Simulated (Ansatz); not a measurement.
Density of states of TiO₂ (Pbca, 24 atoms in the cell).

```
CELL_PARAMETERS angstrom
      5.27579     0.00000     0.00000
      0.00000     9.42038     0.00000
      0.00000     0.00000     5.59341
ATOMIC_POSITIONS crystal
  Ti 0.13791 0.37103 0.40258
  Ti 0.86209 0.62897 0.59742
  Ti 0.36209 0.62897 0.90258
  Ti 0.63791 0.37103 0.09742
  Ti 0.63791 0.12897 0.59742
  Ti 0.36209 0.87103 0.40258
  Ti 0.86209 0.87103 0.09742
  Ti 0.13791 0.12897 0.90258
  O  0.46471 0.26971 0.38999
  O  0.53529 0.73029 0.61001
  O  0.03529 0.73029 0.88999
  O  0.96471 0.26971 0.11001
  O  0.96471 0.23029 0.61001
  O  0.03529 0.76971 0.38999
  O  0.53529 0.76971 0.11001
  O  0.46471 0.23029 0.88999
  O  0.81663 0.01048 0.85119
  O  0.18337 0.98952 0.14881
  O  0.68337 0.98952 0.35119
  O  0.31663 0.01048 0.64881
  O  0.31663 0.48952 0.14881
  O  0.68337 0.51048 0.85119
  O  0.18337 0.51048 0.64881
  O  0.81663 0.48952 0.35119
```

Method: PBE, PAW files (plane waves; Ansatz, a quantum-chemistry and plane-wave program).

SCF settings: kpoints.mp_grid.grid = 3 2 3; hamiltonian.xc = pbe; hamiltonian.pseudopotentials = {kind: paw} (the program's default PAW files); scf.occupations.method = fermi_dirac; scf.occupations.width = 0.01 eV. Keys of the DOS step: output.dos.nscf_kmesh.grid = 3 2 3.

The starting cell comes from a database of computed structures (which also holds hypothetical and non-ambient phases and stackings), without a prior relaxation at this level. Its lattice was rescaled by a random factor within 2.5 % of one.

Total DOS (both spins), as means of the tabulated values in each energy bin; the zero is the program's Fermi level or highest filled level, and the curve is cut to this window:

(E (eV), states/eV/cell): (-7.88, 0.00); (-7.62, 0.00); (-7.38, 0.00); (-7.12, 0.00); (-6.88, 0.00); (-6.62, 0.00); (-6.38, 0.00); (-6.12, 0.00); (-5.88, 0.00); (-5.62, 4.44); (-5.38, 27.4); (-5.12, 26.2); (-4.88, 24.2); (-4.62, 30.5); (-4.38, 18.2); (-4.12, 19.4); (-3.88, 22.4); (-3.62, 17.3); (-3.38, 19.3); (-3.12, 18.4); (-2.88, 20.8); (-2.62, 24.5); (-2.38, 21.7); (-2.12, 23.3); (-1.88, 26.1); (-1.62, 20.1); (-1.38, 18.6); (-1.12, 1.23); (-0.88, 0.00); (-0.62, 0.00); (-0.38, 0.00); (-0.12, 0.00); (0.12, 0.00); (0.38, 0.00); (0.62, 0.00); (0.88, 0.00); (1.12, 0.91); (1.38, 13.2); (1.62, 42.2); (1.88, 32.6); (2.12, 24.6); (2.38, 29.2); (2.62, 24.9); (2.88, 21.7); (3.12, 2.68)

The gap on the SCF mesh is 2.11 eV.

Keys are those of Ansatz 0.2.
